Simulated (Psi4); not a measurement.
Psi4 1.11, PBE/def2-svp: B(Me)2(tBu) (CB(C)C(C)(C)C), 22 atoms. The geometry is a generated start, not checked to be a minimum at this level.

| Item | Result |
|---|---|
| task | energy |
| method | pbe |
| basis | def2-svp |
| memory | 3 GB |
| maxiter | 100 |
| keys of the molecule block | symmetry c1 |
| scf_type | df (default) |
| guess | auto, which took SAD (default) |
| scf_initial_accelerator | adiis (default) |
| e_convergence | 1e-06 (default) |
| d_convergence | 1e-06 (default) |
| dft_radial_points | 75 (default) |
| dft_spherical_points | 302 (default) |
| basis functions | 173 |
| grid points | 460655 |

```xyz
22

B      0.9352    -0.2116     0.0764
C      1.9727     0.2538    -1.0147
H      2.8590    -0.3753    -1.0668
H      2.3183     1.2545    -0.7493
H      1.5600     0.3346    -2.0171
C      1.4404    -1.0601     1.3073
H      0.7736    -1.8842     1.5530
H      1.4688    -0.4264     2.1939
H      2.4392    -1.4699     1.1768
C     -0.6177     0.1727    -0.0461
C     -1.2962    -0.9969    -0.7883
C     -1.3073     0.3346     1.3168
C     -0.8730     1.4566    -0.8489
H     -2.3609    -0.7996    -0.9058
H     -1.1786    -1.9257    -0.2352
H     -0.8609    -1.1313    -1.7760
H     -1.2271    -0.5728     1.9087
H     -0.8560     1.1508     1.8770
H     -2.3652     0.5590     1.1831
H     -0.4096     2.3113    -0.3607
H     -0.4709     1.3775    -1.8554
H     -1.9436     1.6486    -0.9289
```

One run each on 2 threads. Values of diis_max_vecs tried: 3, 6, 10 (default), 20.

Q: Predict the course of the SCF iterations along this series.

A: Fewest SCF iterations, within one of each other: 6 with 10, 10 (default) with 9, 20 with 9. The count rises to 14 at 3. All converge to one solution.

```json
[
 {"diis_max_vecs": "3", "SCF iterations": "14", "end": "same solution"},
 {"diis_max_vecs": "6", "SCF iterations": "10", "end": "same solution"},
 {"diis_max_vecs": "10 (default)", "SCF iterations": "9", "end": "same solution"},
 {"diis_max_vecs": "20", "SCF iterations": "9", "end": "same solution"}
]
```
